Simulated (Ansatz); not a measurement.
Take BiB in the zinc blende structure (space group F-43m, No. 216; a = 5.456 Å; a hypothetical phase, not in the database extracts checked) as the base.

The change: hydrostatic tension (pressure −2 GPa).

Levels (all Ansatz, an electronic-structure program, PAW): PBEsol (420 eV, without spin-orbit coupling); r2SCAN (500 eV, no spin-orbit coupling); HSE06 (420 eV, without spin-orbit coupling).

One geometry, relaxed with PBEsol, under each level:

```csv
level,band gap,lowest conduction level above the VBM at special points,pressure
PBEsol,0.25 eV,Γ 0.25 eV; L 0.36 eV; X 0.81 eV; U 1.24 eV,-2.01 GPa
r2SCAN,0.33 eV,Γ 0.33 eV; L 0.50 eV; X 1.01 eV; U 1.47 eV,-0.55 GPa
HSE06,0.84 eV,Γ 0.84 eV; L 0.91 eV; X 1.32 eV,–
```

Single points use the geometry relaxed with PBEsol. Their cutoffs differ, which shifts pressures a little. With Bi present, leaving out spin-orbit coupling can change the band edges. Load acts through the strain it causes; cell and atoms are relaxed under it. Stability against distortions was not tested. The zero or small gap of BiB under pressure −2 GPa can change with the level of theory.
